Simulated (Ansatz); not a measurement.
The reference is Mg in the hcp (Mg type) structure (space group P6_3/mmc, No. 194; a = 3.167 Å, c = 5.189 Å).

Structures relaxed with DFT with PBEsol, PAW potentials and a 420 eV plane-wave cutoff in Ansatz (a program for electronic structure), no SOC.

Base:

Simulated powder pattern, Cu Kα1, λ = 1.54056 Å (kinematic, ideal powder, no thermal factors, no anomalous dispersion; the 10 strongest lines at most, above 2 %, up to 2θ = 90°):

```json
[
 {"2θ (°)": "32.62", "I/Imax (%)": "24", "hkl": "(100)"},
 {"2θ (°)": "34.54", "I/Imax (%)": "27", "hkl": "(002)"},
 {"2θ (°)": "37.05", "I/Imax (%)": "100", "hkl": "(101)"},
 {"2θ (°)": "48.25", "I/Imax (%)": "15", "hkl": "(102)"},
 {"2θ (°)": "58.22", "I/Imax (%)": "17", "hkl": "(110)"},
 {"2θ (°)": "63.54", "I/Imax (%)": "19", "hkl": "(103)"},
 {"2θ (°)": "69.49", "I/Imax (%)": "19", "hkl": "(112)"},
 {"2θ (°)": "71.05", "I/Imax (%)": "13", "hkl": "(201)"},
 {"2θ (°)": "78.90", "I/Imax (%)": "3.2", "hkl": "(202)"},
 {"2θ (°)": "82.12", "I/Imax (%)": "2.8", "hkl": "(104)"}
]
```

The change: cell and atoms relaxed at a pressure of 4.5 GPa.

### Question
How do the reflections move or split?

### Answer

Simulated powder pattern, Cu Kα1, λ = 1.54056 Å (kinematic, ideal powder, no thermal factors, no anomalous dispersion; the 10 strongest lines at most, above 2 %, up to 2θ = 90°):

```tsv
2θ (°)	I/Imax (%)	hkl
33.72	24	(100)
35.81	27	(002)
38.33	100	(101)
50.01	15	(102)
60.31	17	(110)
66.02	18	(103)
72.17	18	(112)
73.76	13	(201)
82.07	3.1	(202)
85.67	2.8	(104)
```

The indices refer to the base's conventional cell; one index is shown for lines that coincide.

Load acts through the strain it causes; cell and atoms are relaxed under it. Whether these cells are dynamically stable was not tested.
